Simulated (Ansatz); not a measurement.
Consider N-vacancy pair (N on one host O site, one O site vacant) in monoclinic ZrO2, charge state +1. The step: the N atom itself jumps into the vacancy (N-vacancy distance between ideal sites 2.57 Å throughout); the atom moves 1.93 Å along (0.36, 0.09, 0.13) of the unit cell; the moving atom starts with neighbours Zr at 2.02, Zr at 2.04, Zr at 2.18 Å and ends with O at 2.67; Zr at 2.08, Zr at 2.13, Zr at 2.30, Zr at 2.32 Å. DFT values are from Ansatz (plane-wave PAW, 420 eV unless said) in a cell of 96 host sites, spin-restricted, static, with no finite-size correction. The charge state is imposed; whether it is stable for some Fermi level was not computed. Forms of the defect that were not tried may lie lower. The start lies 1.09 eV above the lowest site run (PBE). For the PBE band: the saddle point's order was not checked.

```json
[
 {"Level": "CHGNet universal potential (has no charge state), its own band", "Forward barrier (eV)": "0.23", "Cost of the band or of the saddle's single point": "-"},
 {"Level": "PBE, the Γ point alone, band relaxed", "Forward barrier (eV)": "0.17", "Cost of the band or of the saddle's single point": "about 30 core-minutes (a rough figure)"},
 {"Level": "PBE, a 2×2×2 k-point mesh shifted by half a step, same geometries", "Forward barrier (eV)": "0.18", "Cost of the band or of the saddle's single point": "around 9 core-minutes (rough)"},
 {"Level": "r2SCAN at 500 eV, the Γ point alone, same geometries", "Forward barrier (eV)": "[?]", "Cost of the band or of the saddle's single point": "around 2.6 core-minutes (rough)"}
]
```

### Question
Complete the blanks.

### Answer

- r2SCAN at 500 eV, the Γ point alone, same geometries, Forward barrier (eV): 0.16

Ansatz is an electronic-structure program.
